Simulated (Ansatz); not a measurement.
Functionals compared on SiH3 on the 1x1 (10-10) surface of wurtzite ZnO (cut with top plane O + Zn), one in a 2x1 cell, started at the site 'top Zn #2', in Ansatz (plane waves, PAW). The structure was relaxed with PBE; the other rows are single points on it, each with its references at the same level. Cutoff 420 eV (500 eV for r2SCAN). The points keep PBE's geometry, so the relaxation of a polaron and the settling of charge on one site are left out.

Host crystal: wurtzite ZnO, with a band gap (PBE, scalar-relativistic without spin-orbit coupling).

Set-up: 36 atoms, 9.4 Å thick at the start under the adsorbate (thin: gaps and levels are the slab's own); mesh 3x4x1; 0.01 eV smearing; dipole correction on; 16 atoms held, the rest relaxed; no symmetry held; spin-polarised, no spin-orbit, no U, no dispersion correction. The starting moment vanished. At the end it is bonded to O. In PBE it is, or lies within 0.03 eV of, the lowest of the starts that converged. These notes are the PBE run's. r2SCAN: The program's check for a lower electronic state was not made. Adsorption energies are against SiH4(g) − ½ H2(g). A negative adsorption energy means that the adsorbate is more stable on the surface than in its reference.

```tsv
functional	adsorption energy (eV)	magnetic moment of the cell (μB)	rough cost of the single point
PBE	-0.48	0.00	–
RPBE	-0.24	0.00	around 11 core-minutes (rough)
r2SCAN	___	0.00	about 24 core-minutes (a rough figure)
```

Q: Some entries are withheld; supply them.

A: 
- r2SCAN, adsorption energy (eV): -0.48

Ansatz is an electronic-structure program.
